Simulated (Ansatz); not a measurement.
# InP (model structure, started from the NiAs type, P6₃/mmc, No. 194, 4 atoms in the cell): volume per atom by level of theory

No measured value is used here.

```json
[
 {"level (code)": "PBE (Ansatz)", "value (Å³/atom)": "21.60"},
 {"level (code)": "PBEsol (Ansatz)", "value (Å³/atom)": "20.66"},
 {"level (code)": "PBE-D3(BJ) (Ansatz)", "value (Å³/atom)": "20.76"}
]
```

Ansatz's density-functional and Hartree–Fock values are scalar-relativistic unless marked +SOC, with PAW data made under PBE.

A model structure was made by putting elements into a prototype or built by hand; it is no filed structure, need not be a known phase, and can be a saddle point held by its symmetry.

Ansatz is a first-principles code.
